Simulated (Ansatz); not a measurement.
Consider interstitial H in rock-salt NaCl, charge state +1. The step: a concerted move, in which H travels most; the atom moves 1.98 Å along (0.25, 0.00, 0.25) of the unit cell; the moving atom starts with neighbours Cl at 1.56, Cl at 1.58 Å and ends with Cl at 1.56, Cl at 1.58 Å. DFT values are from Ansatz (plane-wave PAW, 420 eV unless said) in a cell of 64 host sites, spin-restricted, static, with no finite-size correction. The charge state is imposed; whether it is stable for some Fermi level was not computed. Sites that were not tried may lie lower. For the PBE band: the check of the saddle point's order was inconclusive, and it lies on a symmetry element of the cell, where a band can be held.

```
Level                                                              Forward barrier (eV)  Cost of the band or of the saddle's single point
-----------------------------------------------------------------  --------------------  ------------------------------------------------
CHGNet universal potential (has no charge state), its own band                     0.18                                                 -
PBE, the Γ point alone, band relaxed                                               0.26            about 26 core-minutes (a rough figure)
PBE, a 2×2×2 k-point mesh shifted by half a step, same geometries                  0.26           about 2.9 core-minutes (a rough figure)
r2SCAN at 500 eV, the Γ point alone, same geometries                         (withheld)                    around 60 core-seconds (rough)
```

Question: Some entries are withheld; supply them.

Answer: 
- r2SCAN at 500 eV, the Γ point alone, same geometries, Forward barrier (eV): 0.22

Ansatz is an electronic-structure program.
